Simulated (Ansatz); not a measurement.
# Pressure series in hypothetical P3_121 InSb

Consider InSb (space group P3_121, No. 152; a hypothetical phase, not in the database extracts checked).

InSb is modelled in the trigonal space group P3₁21 (No. 152), Pearson symbol hP6. Cell: a = 4.587 Å, b = 4.587 Å, c = 10.023 Å, α = 90.00°, β = 90.00°, γ = 120.00°. In on 3b is coordinated by 4 Sb at 2.826–2.899 Å. Sb on 3a has 4 In at 2.826–2.899 Å. (Neighbours: up to the widest gap in distance over summed covalent radii, below 1.35, at either atom; cation-cation and far metal-metal contacts left out.)

Cell and atoms are relaxed at each pressure.

Level of theory: PBEsol, PAW, 420 eV (Ansatz, a quantum-chemistry and plane-wave program; no spin-orbit coupling).

Notes on the quantities. enthalpy: H = E + PV relative to the base's energy.

```tsv
case	shortest interatomic distance	density	enthalpy
base	282.6 pm	6.45 g/cm³	–
pressure −2 GPa	289.5 pm	6.07 g/cm³	-0.39 eV/atom
pressure −1 GPa	287.1 pm	6.22 g/cm³	-0.19 eV/atom
pressure 0.3 GPa	281.9 pm	6.53 g/cm³	+0.06 eV/atom
pressure 0.7 GPa	281.6 pm	6.70 g/cm³	+0.13 eV/atom
pressure 1.5 GPa	299.2 pm	7.33 g/cm³	+0.25 eV/atom
pressure 3 GPa	297.0 pm	7.50 g/cm³	+0.50 eV/atom
pressure 5 GPa	294.4 pm	7.70 g/cm³	+0.82 eV/atom
pressure 7.5 GPa	291.5 pm	7.93 g/cm³	+1.21 eV/atom
pressure 10 GPa	289.0 pm	8.14 g/cm³	+1.59 eV/atom
```

Spin-orbit coupling, missing from the scalar runs, can matter with Sb. Load acts through the strain it causes; cell and atoms are relaxed under it. Stability against distortions was not tested. Competing high-pressure phases were not computed. The final runs are not spin-polarised. Along this pressure series the structure jumps between pressure 0.7 GPa and pressure 1.5 GPa; cells beyond that are another form of it. The zero or small gap of InSb can change with the level of theory.
